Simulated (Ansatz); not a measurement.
**Effect of isotropic strain +3.02 % on TiC**

Consider TiC in the rock salt structure (space group Fm-3m, No. 225; a = 4.329 Å; relaxed with 0.1 eV smearing).

Perturbation: the cell is scaled by 1.0302 in all directions, atoms relaxed at fixed cell.

Method: r2SCAN (Ansatz, a quantum-chemistry and plane-wave program), no spin-orbit coupling, earlier PAW set. Settings: 23×23×23 k-points, 0.1 eV Fermi–Dirac smearing.

The space group remains Fm-3m (No. 225) and the energy goes up by 62 meV/atom. The pressure goes from zero to -19.6 GPa and the band gap stays zero.

Final structure:

```
TiC
1.0
    0.00000     2.22961     2.22961
    2.22961     0.00000     2.22961
    2.22961     2.22961     0.00000
C Ti
1 1
Direct
  0.00000   0.00000   0.00000
  0.50000   0.50000   0.50000
```

Whether these cells are dynamically stable was not tested. The final runs are not spin-polarised.
